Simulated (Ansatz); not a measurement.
## How the smallest direct gap on the k points sampled of LiGeN (P6₃mc, No. 186, 6 atoms in the cell; start mp-1246087) moves with the method

No measured value is used here.

| level (code) | value (eV) |
|---|---|
| LDA (Ansatz) | 2.46 |
| PBE (Ansatz) | 2.46 |
| PBE+SOC (Ansatz) | 2.45 |
| PBEsol (Ansatz) | 2.42 |
| PBEsol+SOC (Ansatz) | 2.41 |
| r²SCAN (Ansatz) | 2.80 |
| r²SCAN+SOC (Ansatz) | 2.79 |
| HSE06 (Ansatz) | 3.22 |
| HSE06+SOC (Ansatz) | 3.22 |
| PBE0 (Ansatz) | [?] |
| r²SCAN0 (Ansatz) | [?] |

Problem. Complete the blanks.

Solution. 
- PBE0 (Ansatz, a first-principles code), value (eV): 3.91
- r²SCAN0 (Ansatz), value (eV): 4.15

At these levels the smallest gap is indirect and lower: LDA 1.48, PBE 1.50, PBE+SOC 1.50, PBEsol 1.46, PBEsol+SOC 1.46, r²SCAN 1.82, r²SCAN+SOC 1.82, HSE06 2.21, HSE06+SOC 2.21, PBE0 2.87, r²SCAN0 3.12 eV. Computed values are for a static lattice. Spin–orbit coupling is included only where a level's name says +SOC; with heavier elements it mostly lowers gaps and can invert bands.  Values are at the PBEsol cell. Cutoffs and k meshes differ between the levels. Ansatz's density-functional and Hartree–Fock values are scalar-relativistic unless marked +SOC, with PAW data made under PBE.

A start named mp-… is a Materials Project structure, which need not be a measured phase.
